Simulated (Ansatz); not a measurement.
## Perfect silicon, 3x3x3 cubic cells

Cell 16.41 × 16.41 × 16.41 Å, Si216, 216 atoms. 

Calculation: PBE, support functions at accuracy medium on the grid of 420 eV (PAW; Ansatz, a program for electronic structure).

Basis: localised support functions (accuracy medium) on a full density matrix. k-points: zone centre alone; occupations: fixed; spin polarisation not allowed. Spin-orbit coupling is left out.

```yaml
Kohn-Sham gap of the cell on its k-mesh: 0.75 eV
coordination (neighbours within 2.842 Å): 100.0 % 4-fold
Si-Si bonds, mean ± spread: 2.369 ± 0.000 Å
bond angles, mean ± spread: 109.5° ± 0.0°
pressure: 0.12 GPa
cost_of_the_final_run: roughly 9 core-minutes, 19 SCF iterations, 5 GiB
```
